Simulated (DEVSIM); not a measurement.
System: Co/Si3N4/p-Si capacitor, at 300 K.

| layer (left to right) | material | thickness (nm) | Na (cm⁻³) |
|---|---|---|---|
| 1 | Si3N4 | 4.90 | - |
| 2 | Si | 5200 | 1.2e16 |

Metal gate on the left, work function 5 eV. Fixed charge at the semiconductor interface 0 cm⁻² (in units of +e); no interface traps.

This is a model device: material constants are rounded textbook-type values typed into the input, and sizes, dopings and lifetimes were drawn at random. Values at 300 K.

| parameter | Si3N4 | Si |
|---|---|---|
| gap (eV) | 5.1 | 1.124 |
| affinity (eV) | 2.1 | 4.05 |
| permittivity | 7.5 | 11.7 |
| Nc (cm⁻³) | - | 2.86e19 |
| Nv (cm⁻³) | - | 3.1e19 |

Model (solved in DEVSIM): 1D Poisson equation in equilibrium, Boltzmann statistics, complete ionisation; no quantum confinement or tunnelling. Metal contacts follow the ideal Schottky-Mott rule: no Fermi-level pinning, no interface dipoles.

Question: Tabulate band edges, carrier densities and field at 0.5 V on the gate.

Answer: Energies count from the Fermi level of the right contact; mesh points crowd at the junctions.

| x (μm) | Ec (eV) | Ev (eV) | n (cm⁻³) | p (cm⁻³) | field (V/cm) |
|---|---|---|---|---|---|
| 0.000 | 2.400 | -2.700 | < 1e2 | < 1e2 | 61000 |
| 0.001122 | 2.407 | -2.693 | < 1e2 | < 1e2 | 61000 |
| 0.002844 | 2.417 | -2.683 | < 1e2 | < 1e2 | 61000 |
| 0.004275 | 2.426 | -2.674 | < 1e2 | < 1e2 | 61000 |
| 0.005875 | 0.484 | -0.640 | 2.1e11 | 5.4e8 | 39000 |
| 0.008396 | 0.494 | -0.630 | 1.5e11 | 8.0e8 | 39000 |
| 0.01424 | 0.516 | -0.608 | 6.2e10 | 1.9e9 | 38000 |
| 0.03376 | 0.586 | -0.538 | 4.2e9 | 2.8e10 | 34000 |
| 0.06919 | 0.694 | -0.430 | 6.3e7 | 1.9e12 | 27000 |
| 0.1514 | 0.856 | -0.268 | 120000 | 9.8e14 | 12000 |
| 0.3256 | 0.920 | -0.204 | 10000 | 1.2e16 | 250 |
| 0.9555 | 0.921 | -0.203 | 9700 | 1.2e16 | ≈ 0 |
| 2.079 | 0.921 | -0.203 | 9700 | 1.2e16 | ≈ 0 |
| 3.744 | 0.921 | -0.203 | 9700 | 1.2e16 | ≈ 0 |
| 4.695 | 0.921 | -0.203 | 9700 | 1.2e16 | ≈ 0 |
| 4.971 | 0.921 | -0.203 | 9700 | 1.2e16 | ≈ 0 |
| 5.102 | 0.921 | -0.203 | 9700 | 1.2e16 | ≈ 0 |
| 5.158 | 0.921 | -0.203 | 9700 | 1.2e16 | ≈ 0 |
| 5.190 | 0.921 | -0.203 | 9700 | 1.2e16 | ≈ 0 |
| 5.199 | 0.921 | -0.203 | 9700 | 1.2e16 | ≈ 0 |
| 5.203 | 0.921 | -0.203 | 9700 | 1.2e16 | ≈ 0 |
| 5.205 | 0.921 | -0.203 | 9700 | 1.2e16 | ≈ 0 |
